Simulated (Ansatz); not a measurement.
# Short convergence ladders for MgTl (P4mm, 2 atoms in the cell)

```
CELL_PARAMETERS angstrom
      3.61961     0.00000     0.00000
      0.00000     3.61961     0.00000
      0.00000     0.00000     3.61961
ATOMIC_POSITIONS crystal
  Mg 0.00000 0.00000 0.01381
  Tl 0.50000 0.50000 0.50000
```

Base method: LDA (PW92), default PAW files made with PBE (plane waves; Ansatz, a program for electronic structure).

Base settings: basis.ecutwfc = 420 eV; kpoints.mp_grid.grid = 9 9 9; hamiltonian.xc = lda; hamiltonian.pseudopotentials = {kind: paw} (the program's default PAW files); scf.occupations.method = gaussian; scf.occupations.width = 0.1 eV.

The count of work is k-points × plane waves × bands × iterations; it is no time. 

**The cutoff for other potential files**

Level: DFT, LDA (PW92), plane waves, harder PAW files (source: ansatz) made with PBE.

In this ladder: hamiltonian.pseudopotentials = {kind: paw, source: ansatz}.

The second cell is the first with its lattice scaled by 0.98.

The mesh stays at the base's, so the ladder's end is converged at best in this setting alone.

The first pressure column holds Ansatz's estimate of the finite-basis (Pulay) stress, which hides part of the cutoff error; the other is without it.

Only quantities that move along the ladder and can be compared are tabulated.

```tsv
basis.ecutwfc	free energy less the last step's (meV/atom)	energy of the compressed cell less the first (meV/atom)	pressure (GPa)	pressure without the Pulay estimate (GPa)	largest difference of a force vector from the last step's (eV/Å)	count of work / last
280 eV	5858.23	-26.96	-2.29	-217.24	0.047	0.12
340 eV	1042.02	-1.34	-2.03	-47.40	0.001	0.17
435 eV	67.67	-5.44	-1.92	-5.85	0.000	0.20
525 eV	4.07	-6.03	-1.92	-2.22	0.000	0.28
620 eV	0.60	-6.02	-1.91	-1.93	0.000	0.37
745 eV	0.27	-6.02	-1.91	-1.92	0.000	0.45
930 eV	0.09	-6.02	-1.91	-1.92	0.000	0.65
1240 eV	0.00	-6.02	-1.91	-1.91	0.000	1.0
```

Coarsest basis.ecutwfc that holds the free energy within 1 meV/atom of the last step, with all finer ones: 620 eV, at 0.37 of the last step's count of work; the step before is off by 4.1 meV/atom.

Coarsest basis.ecutwfc that holds the pressure without the Pulay estimate within 0.2 GPa of the last step, with all finer ones: 620 eV, at 0.37 of the last step's count of work; the step before is off by 0.31 GPa.

Coarsest basis.ecutwfc that holds the forces within 0.005 eV/Å of the last step, with all finer ones: 340 eV, at 0.17 of the last step's count of work; the step before is off by 0.047 eV/Å.

The energy difference between the two cells stays within 1 meV/atom of the last step's from 435 eV on, the total only from 620 eV on: much of the error is common to both cells and cancels.

At the lowest cutoff the pressure without the Pulay estimate lies 215 GPa under the last step's, the usual sign of Pulay stress in an incomplete plane-wave basis.

**The relaxed cell against the cutoff**

On MgTl (Pm-3m, 2 atoms in the cell): atoms on their sites.

In this ladder: relax = cell and atoms.

The mesh stays at the base's, so the ladder's end is converged at best in this setting alone.

Only quantities that move along the ladder and can be compared are tabulated.

| basis.ecutwfc | relaxed volume (Å³/atom) | relaxation steps |
|---|---|---|
| 210 eV | 22.282 | 27 |
| 250 eV | 22.588 | 17 |
| 295 eV | 22.651 | 11 |
| 355 eV | 22.603 | 6 |
| 420 eV | 22.598 | 4 |
| 505 eV | 22.596 | 4 |
| 630 eV | 22.597 | 4 |
| 840 eV | 22.596 | 4 |

Coarsest basis.ecutwfc that holds the relaxed volume within 0.023 Å³/atom of the last step, with all finer ones: 355 eV; the step before is off by 0.055 Å³/atom.

At the lowest cutoff the cell relaxes to a volume 1.4 % smaller than at the highest. Ansatz relaxes on a stress corrected for the finite basis.

On the base run: the starting cell comes from a database of computed structures (which also holds hypothetical and non-ambient phases and stackings), without a prior relaxation at this level. Its lattice was rescaled by up to half a per cent. One atom was moved a little off its site on purpose.

Keys are those of Ansatz 0.2.
